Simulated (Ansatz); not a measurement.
The starting structures come from a database of crystals and need not be the phases stable at ambient conditions.

By PBEsol, the system below comes out a metal.

Input:

```yaml
crystal:
  lattice:
    - [3.35272, 0.00000, 0.00000]
    - [0.00000, 4.74146, 0.00000]
    - [0.00000, 2.37073, 2.37073]
  atoms:
    - { symbol: Cd, position: [0.50000, 0.50000, 0.00000] }
    - { symbol: Ag, position: [0.00000, 0.00000, 0.00000] }
```

The cell is taken as given; by PBEsol it stands under a pressure of -3.4 GPa.

The current flows along the normal of the first two printed cell vectors, the (110) plane of the conventional cell. No spin-orbit coupling; the value is a mean over 0.1 eV about the Fermi level.

Question: Give the ballistic conductance per area that PBEsol in Ansatz (a program for electronic structure) yields.

Answer: 0.80 × 10¹⁵ S/m² for both spins.
